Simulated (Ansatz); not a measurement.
**A constructed model of the (0001) surface of hcp Ti, (√3x√3)R30° layer of Ga, one a cell, on the site that continues the host's stacking (bottom of the slab: a bare face, its two planes held)**

Method: PBE (plane waves to 420 eV, PAW; Ansatz, an electronic-structure program).

Slab: 19 atoms, 14.0 Å thick at the start; k 9x9x1, smearing 0.1 eV, dipole-corrected; 6 atoms held, the rest relaxed; symmetry of the start imposed; no spin, no spin-orbit, no U. It is one candidate, not shown to be the stable structure of the face.

| Quantity | Result |
|---|---|
| work function of the top face | 4.39 eV |
| energy released by relaxation | 0.45 eV |
| cost | very roughly 5 core-minutes |
